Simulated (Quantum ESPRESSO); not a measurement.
```xyz
2
Lattice="3.2597 0.0000 0.0000 0.0000 3.2597 0.0000 0.0000 0.0000 3.2597" Properties=species:S:1:pos:R:3 pbc="T T T"
In     1.6299     1.6299     1.6799
Pd     0.0000     0.0000     0.0000
```

Level of theory: PBE, GBRV 1.5 ultrasoft (PBE) pseudopotentials (plane waves; Quantum ESPRESSO).

The set-up and first iterations of a Quantum ESPRESSO log for PdIn (P4mm, 2 atoms in the cell):

```
     Message from routine iosys:
     BEWARE:  force calculation with tetrahedra (not recommanded)
     Message from routine iosys:
     BEWARE: stress calculation with tetrahedra (not recommanded)
     Message from routine setup:
     using ibrav=0 with symmetry is DISCOURAGED, use correct ibrav instead
     [opt_tetra]  Optimized tetrahedron method is used.
     G-vector sticks info
     --------------------
     sticks:   dense  smooth     PW     G-vecs:    dense   smooth      PW
     Sum         973     489    149                22647     8025    1419

     bravais-lattice index     =            0
     lattice parameter (alat)  =       6.1600  a.u.
     unit-cell volume          =     233.7489 (a.u.)^3
     number of atoms/cell      =            2
     number of atomic types    =            2
     number of electrons       =        29.00
     number of Kohn-Sham states=           19
     kinetic-energy cutoff     =      40.0000  Ry
   [... lines left out ...]

     atomic species   valence    mass     pseudopotential
     In               13.00   114.81800     In( 1.00)
     Pd               16.00   106.42000     Pd( 1.00)

      8 Sym. Ops. (no inversion) found

   Cartesian axes

     site n.     atom                  positions (alat units)
         1        In     tau(   1) = (   0.5000000   0.5000000   0.5153390  )
         2        Pd     tau(   2) = (   0.0000000   0.0000000   0.0000000  )

   Crystallographic axes

     site n.     atom                  positions (cryst. coord.)
         1        In     tau(   1) = (  0.5000000  0.5000000  0.5153390  )
         2        Pd     tau(   2) = (  0.0000000  0.0000000  0.0000000  )

     number of k points=    18 (tetrahedron method)
                       cart. coord. in units 2pi/alat
        k(    1) = (   0.0000000   0.0000000   0.0000000), wk =   0.0312500
        k(    2) = (   0.0000000   0.0000000   0.2500000), wk =   0.0625000
        k(    3) = (   0.0000000   0.0000000  -0.5000000), wk =   0.0312500
   [... 15 lines left out ...]

     Dense  grid:    22647 G-vectors     FFT dimensions: (  36,  36,  36)

     Smooth grid:     8025 G-vectors     FFT dimensions: (  25,  25,  25)

     Initial potential from superposition of free atoms

     starting charge      27.0000, renormalised to      29.0000

     negative rho (up, down):  8.460E-02 0.000E+00
     Self-consistent Calculation

     iteration #  1     ecut=    40.00 Ry     beta= 0.70

---- Real-time Memory Report at c_bands before calling an iterative solver
           115 MiB given to the printing process from OS
            26 MiB allocation reported by mallinfo(arena+hblkhd)
------------------

     negative rho (up, down):  7.707E-02 0.000E+00

     total energy              =    -327.61526230 Ry
     estimated scf accuracy    <       8.22607484 Ry

     iteration #  2     ecut=    40.00 Ry     beta= 0.70

---- Real-time Memory Report at c_bands before calling an iterative solver
           127 MiB given to the printing process from OS
            33 MiB allocation reported by mallinfo(arena+hblkhd)
------------------

     negative rho (up, down):  8.206E-02 0.000E+00

     total energy              =    -331.07347589 Ry
     estimated scf accuracy    <      10.51428015 Ry

     iteration #  3     ecut=    40.00 Ry     beta= 0.70

---- Real-time Memory Report at c_bands before calling an iterative solver
           127 MiB given to the printing process from OS
            33 MiB allocation reported by mallinfo(arena+hblkhd)
------------------

     negative rho (up, down):  8.231E-02 0.000E+00

     total energy              =    -332.15061027 Ry
     estimated scf accuracy    <       0.50110639 Ry
```

Problem. How does the run end?

Solution. The run ended unconverged after 100 iterations. It gives no final result for the task that was set. The log goes on:

```
   [... 95 blocks of this kind left out ...]

     iteration # 99     ecut=    40.00 Ry     beta= 0.70

---- Real-time Memory Report at c_bands before calling an iterative solver
   [... lines left out ...]
            35 MiB allocation reported by mallinfo(arena+hblkhd)
------------------

     negative rho (up, down):  8.169E-02 0.000E+00

     total energy              =    -332.22310691 Ry
     estimated scf accuracy    <       0.00002320 Ry

     iteration #100     ecut=    40.00 Ry     beta= 0.70

---- Real-time Memory Report at c_bands before calling an iterative solver
           128 MiB given to the printing process from OS
            35 MiB allocation reported by mallinfo(arena+hblkhd)
------------------

     negative rho (up, down):  8.169E-02 0.000E+00

     total energy              =    -332.22310681 Ry
     estimated scf accuracy    <       0.00002149 Ry
     End of self-consistent calculation

     convergence NOT achieved after 100 iterations: stopping

   JOB DONE.
```

The starting cell has typed, rounded lattice constants, without a prior relaxation at this level. Its lattice was rescaled by up to half a per cent. One atom was moved a little off its site on purpose.

The run was DFT, PBE, plane waves, GBRV 1.5 ultrasoft (PBE) pseudopotentials. Main settings of its input:

```
setting                                                         value
-----------  --------------------------------------------------------
ecutwfc                                                         40 Ry
ecutrho                                                        320 Ry
occupations                                            tetrahedra_opt
potentials   {In: in_pbe_v1.4.uspp.F.UPF, Pd: pd_pbe_v1.4.uspp.F.UPF}
K_POINTS                                        automatic 4 4 4 0 0 0
conv_thr                                                     1e-10 Ry
mixing_beta                                                       0.7
```
